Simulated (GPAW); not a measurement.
GPAW run on LiCa6Ge (Fm-3m, 8 atoms in the cell): self-consistent single point

Method: PBEsol, GPAW PAW datasets PBEsol (made by gpaw-setup) (plane waves; GPAW).

This input was run:

```python
from ase import Atoms
from ase.units import GPa
from gpaw import GPAW

atoms = Atoms(['Li', 'Ca', 'Ca', 'Ca', 'Ca', 'Ca', 'Ca', 'Ge'],
              cell=[[0.000000, 5.096755, 5.096755],
                    [5.096755, 0.000000, 5.096755],
                    [5.096755, 5.096755, 0.000000]],
              scaled_positions=[[0.500000, 0.500000, 0.500000],
                                [0.500000, 0.000000, 0.000000],
                                [0.500000, 0.000000, 0.500000],
                                [0.000000, 0.500000, 0.500000],
                                [0.000000, 0.500000, 0.000000],
                                [0.500000, 0.500000, 0.000000],
                                [0.000000, 0.000000, 0.500000],
                                [0.000000, 0.000000, 0.000000]],
              pbc=True)

calc = GPAW(mode={'name': 'pw', 'ecut': 600},
            xc='PBEsol',
            kpts={'size': (4, 4, 4), 'gamma': True},
            occupations={'name': 'methfessel-paxton', 'width': 0.2, 'order': 0},
            nbands=-14,
            convergence={'density': 1e-05},
            symmetry={'symmorphic': False, 'tolerance': 0.0005},
            maxiter=100,
            txt='-')

atoms.calc = calc

energy = atoms.get_potential_energy()
print('Energy (eV):', round(energy, 6))
forces = atoms.get_forces()
print('Forces (eV/Ang):')
print(forces.round(5))
stress = atoms.get_stress()
print('Stress (GPa, Voigt):', (stress / GPa).round(4))
```

Output, abridged:

```
Input parameters:
  convergence: {density: 1e-05}
  kpts: {gamma: True,
         size: (4, 4, 4)}
  maxiter: 100
  mode: {ecut: 600,
         name: pw}
  nbands: -14
  occupations: {name: methfessel-paxton,
                order: 0,
                width: 0.2}
  symmetry: {symmorphic: False,
             tolerance: 0.0005}
  xc: PBEsol

species:
  Li:
    name: Lithium
    Z: 3.0
    valence: 1
    core: 2
    charge: 0.0
    file: Li.PBEsol.gz

    # Using partial waves for Li as LCAO basis

  Ca:
    name: Calcium
    Z: 20.0
    valence: 10
    core: 10
    charge: 0.0
    file: Ca.PBEsol.gz

    # Using partial waves for Ca as LCAO basis

  Ge:
    name: Germanium
    Z: 32.0
    valence: 4
    core: 28
    charge: 0.0
    file: Ge.PBEsol.gz

    # Using partial waves for Ge as LCAO basis

Reference energy: -168182.111287  # eV

Spin-paired calculation

Convergence criteria:
 Maximum [total energy] change in last 3 cyles: 0.0005 eV / valence electron
 Maximum integral of absolute [dens]ity change: 1e-05 electrons / valence electron
 Maximum integral of absolute [eigenst]ate change: 4e-08 eV^2 / valence electron
 Maximum number of scf [iter]ations: 100

Symmetries present (total): 48
Symmetries with fractional translations: 0
64 k-points: 4 x 4 x 4 Monkhorst-Pack grid + [1/8,1/8,1/8]
8 k-points in the irreducible part of the Brillouin zone
       k-points in crystal coordinates                weights
   0:     0.00000000    0.00000000    0.00000000          1/64
   1:     0.25000000    0.25000000    0.00000000          6/64
   2:     0.25000000    0.25000000    0.25000000          8/64
   3:     0.50000000    0.25000000   -0.25000000          6/64
   4:     0.50000000    0.25000000    0.25000000         12/64
   5:     0.50000000    0.50000000    0.00000000          3/64
   6:     0.50000000    0.50000000    0.25000000         24/64
   7:     0.50000000    0.50000000    0.50000000          4/64

Wave functions: Plane wave expansion
  Cutoff energy: 600.000 eV
  Number of coefficients (min, max): 8792, 8904
  Pulay-stress correction: 0.000000 eV/Ang^3 (de/decut=0.000000)

Occupation numbers: Methfessel-Paxton:
  width: 0.2000  # eV
  order: 0

Eigensolver

Densities:
  Coarse grid: 42*42*42 grid
  Fine grid: 84*84*84 grid
  Total Charge: 0.000000

Density mixing:
  Method: separate
  Backend: pulay
  Linear mixing parameter: 0.05
  old densities: 5
  Damping of long wavelength oscillations: 50

Hamiltonian:
  XC and Coulomb potentials evaluated on a 84*84*84 grid
  External potential:
    NoExternalPotential

XC parameters: PBEsol with 2 nearest neighbor stencil

Number of atoms: 8
Number of atomic orbitals: 38
Number of bands in calculation: 46
Number of valence electrons: 65
Bands to converge: occupied

Density initialized from atomic densities
  38 bands from LCAO basis set
  8 bands from random numbers

Atomic positions and initial magnetic moments

Positions:
   0 Li     5.096755    5.096755    5.096755    ( 0.0000,  0.0000,  0.0000)
   1 Ca     0.000000    2.548377    2.548377    ( 0.0000,  0.0000,  0.0000)
   2 Ca     2.548377    5.096755    2.548377    ( 0.0000,  0.0000,  0.0000)
   3 Ca     5.096755    2.548377    2.548377    ( 0.0000,  0.0000,  0.0000)
   4 Ca     2.548377    0.000000    2.548377    ( 0.0000,  0.0000,  0.0000)
   5 Ca     2.548377    2.548377    5.096755    ( 0.0000,  0.0000,  0.0000)
   6 Ca     2.548377    2.548377    0.000000    ( 0.0000,  0.0000,  0.0000)
   7 Ge     0.000000    0.000000    0.000000    ( 0.0000,  0.0000,  0.0000)

Unit cell:
           periodic     x           y           z      points  spacing
  1. axis:    yes    0.000000    5.096755    5.096755    42     0.1401
  2. axis:    yes    5.096755    0.000000    5.096755    42     0.1401
  3. axis:    yes    5.096755    5.096755    0.000000    42     0.1401

  Lengths:   7.207900   7.207900   7.207900
  Angles:   60.000000  60.000000  60.000000

Effective grid spacing dv^(1/3) = 0.1529

     iter     time        total  log10-change:
                         energy   eigst   dens
iter:   1 --:--:--   -19.975278
iter:   2 --:--:--   -20.757588   -0.76  -1.33
iter:   3 --:--:--   -20.776827   -1.49  -1.39
iter:   4 --:--:--   -20.830911   -1.61  -1.47
iter:   5 --:--:--   -20.838677   -2.35  -1.87
iter:   6 --:--:--   -20.732740   -2.79  -1.91
iter:   7 --:--:--   -20.740282   -3.60  -2.28
iter:   8 --:--:--   -20.726356c  -3.78  -2.41
iter:   9 --:--:--   -20.724807c  -4.37  -2.56
iter:  10 --:--:--   -20.723032c  -3.92  -2.60
iter:  11 --:--:--   -20.719130c  -3.63  -2.65
iter:  12 --:--:--   -20.718976c  -4.68  -3.26
iter:  13 --:--:--   -20.718613c  -4.98  -3.30
iter:  14 --:--:--   -20.718840c  -4.95  -3.29
iter:  15 --:--:--   -20.718643c  -5.95  -3.47
iter:  16 --:--:--   -20.718597c  -5.78  -3.55
iter:  17 --:--:--   -20.718643c  -6.31  -3.60
iter:  18 --:--:--   -20.718689c  -6.28  -3.90
iter:  19 --:--:--   -20.718682c  -7.17  -4.17
iter:  20 --:--:--   -20.718681c  -7.72c -4.28
iter:  21 --:--:--   -20.718697c  -7.35  -4.35
iter:  22 --:--:--   -20.718680c  -7.80c -4.34
iter:  23 --:--:--   -20.718676c  -8.18c -4.49
iter:  24 --:--:--   -20.718683c  -8.16c -4.55
iter:  25 --:--:--   -20.718672c  -7.87c -4.71
iter:  26 --:--:--   -20.718671c  -8.71c -5.26c

Converged after 26 iterations.

Dipole moment: (0.000000, -0.000000, -0.000000) |e|*Ang

Energy contributions relative to reference atoms: (reference = -168182.111287)

Kinetic:         +5.423545
Potential:      +10.727203
External:        +0.000000
XC:             -33.612907
Entropy (-ST):   -0.168280
Local:           -3.172373
SIC:             +0.000000
--------------------------
Free energy:    -20.802812
Extrapolated:   -20.718671

Showing only first 2 kpts
 Kpt  Band  Eigenvalues  Occupancy
  0    30      3.19992    1.99987
  0    31      3.19992    1.99987
  0    32      3.19992    1.99987
  0    33      3.90287    0.25648

  1    30      2.95712    2.00000
  1    31      3.77114    0.83894
  1    32      3.84104    0.48548
  1    33      3.84104    0.48548

Fermi level: 3.74240

No gap
No difference between direct/indirect transitions
Energy (eV): -20.718671

Forces in eV/Ang:
  0 Li   -0.00000   -0.00000    0.00000
  1 Ca   -0.00000    0.00000   -0.00000
  2 Ca    0.00000    0.00000   -0.00000
  3 Ca    0.00000    0.00000   -0.00000
  4 Ca   -0.00000   -0.00000    0.00000
  5 Ca   -0.00000   -0.00000    0.00000
  6 Ca   -0.00000    0.00000    0.00000
  7 Ge    0.00000    0.00000    0.00000

Stress tensor:
     0.004685     0.000000     0.000000
     0.000000     0.004685     0.000000
     0.000000     0.000000     0.004685
Stress (GPa, Voigt): [0.7507 0.7507 0.7507 0.     0.     0.    ]
```

The run converged in 26 iterations. GPAW prints stress with tension positive.

The starting cell comes from a database of computed structures (which also holds hypothetical and non-ambient phases and stackings), without a prior relaxation at this level.

Cost on one core of a shared machine: roughly 80 s.
